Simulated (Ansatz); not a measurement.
These are PBE (plane waves to 420 eV, PAW; Ansatz, a first-principles code) values and carry that method's errors.

Planar average of the electrostatic potential across the slab, in eV from the highest filled level, for the (100) surface of cubic CsSnI3 (a phase of room or higher temperature, not the 0 K ground state) in its 1x1 cell (cut with top plane Cs + I, bottom plane 2 I + Sn), relaxed from an ideal cut (the real face may reconstruct), with unlike faces, outermost plane spacing 3.14 Å in the ideal cut, from a spin-polarised start:

(z (Å), V (eV)): (3.85, 5.16); (4.15, 5.16); (4.44, 5.16); (4.74, 5.16); (5.04, 5.16); (5.33, 5.15); (5.63, 5.13); (5.93, 5.10); (6.22, 5.02); (6.52, 4.82); (6.81, 4.36); (7.11, 3.29); (7.41, 0.81); (7.70, -1.55); (8.00, -1.61); (8.30, -1.08); (8.59, -1.79); (8.89, -1.99); (9.19, 0.05); (9.48, 2.05); (9.78, 2.18); (10.07, 1.15); (10.37, -0.26); (10.67, -1.42); (10.96, -1.53); (11.26, -0.97); (11.56, -0.25); (11.85, 0.88); (12.15, 2.25); (12.44, 3.40); (12.74, 3.83); (13.04, 3.73); (13.33, 2.95); (13.63, 0.79); (13.93, -1.77); (14.22, -2.12); (14.52, -1.44); (14.81, -1.93); (15.11, -2.35); (15.41, -0.57); (15.70, 1.75); (16.00, 2.36); (16.30, 1.65); (16.59, 0.27); (16.89, -1.19); (17.19, -1.81); (17.48, -1.49); (17.78, -0.89); (18.07, 0.00); (18.37, 1.38); (18.67, 2.77); (18.96, 3.49); (19.26, 3.56); (19.56, 2.97); (19.85, 1.16); (20.15, -1.47); (20.44, -2.55); (20.74, -2.02); (21.04, -2.07); (21.33, -2.62); (21.63, -1.61); (21.93, 0.53); (22.22, 1.22); (22.52, 0.64); (22.81, -0.11); (23.11, -1.08); (23.41, -1.85); (23.70, -1.57); (24.00, -0.52); (24.30, 0.43); (24.59, 1.03); (24.89, 2.05); (25.19, 3.07); (25.48, 3.52); (25.78, 3.72); (26.07, 3.81); (26.37, 3.85); (26.67, 3.86); (26.96, 3.87); (27.26, 3.87); (27.56, 3.88); (27.85, 3.88); (28.15, 3.88); (28.44, 3.88)

Slab: 15 atoms, Cs3I9Sn3, 15.7 Å thick at the start; k 4x4x1, smearing 0.025 eV, dipole-corrected; all atoms relaxed; held to the start's symmetry, so lower structures may exist; spin-polarised from one start with parallel moments (other orders not tried), no spin-orbit, no U. The starting moment vanished.

Q: The surface cell has an area of 39.39 Å². What dipole along the normal does the step between the two vacuum levels imply?

A: the top vacuum level lies 1.28 eV below the bottom one; p = −ε₀ A ΔV (ε₀ = 0.005526 e/(V·Å)) gives 0.28 e·Å a cell.
